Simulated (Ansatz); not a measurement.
Start from TiO$_{2}$ in the anatase structure (space group I4_1/amd, No. 141; a = 3.7988 Å, c = 9.7007 Å). Axes: x, y, z lie along a, b, c of the conventional cell.

Calculations: PBE in Ansatz (plane waves to 420 eV, PAW, without spin-orbit coupling).

The change: uniaxial strain ε_zz = +1.20 %, all other strain components held at zero, atoms relaxed at fixed cell.

Q: Predict the stress tensor and what it implies for the stiffness.

A: Stress of the strained cell less that of the base (GPa, compression positive):
```
  -1.66    0.00    0.00
   0.00   -1.66    0.00
   0.00    0.00   -2.22
```

Then −Δσ_ii/ε with ε = 0.0120 gives relaxed-ion elastic constants: C33 ≈ 185 GPa, C13 ≈ 139 GPa and C23 ≈ 139 GPa.

Whether these cells are dynamically stable was not tested. All final runs are without spin polarisation.

Ansatz is a quantum-chemistry and plane-wave program.
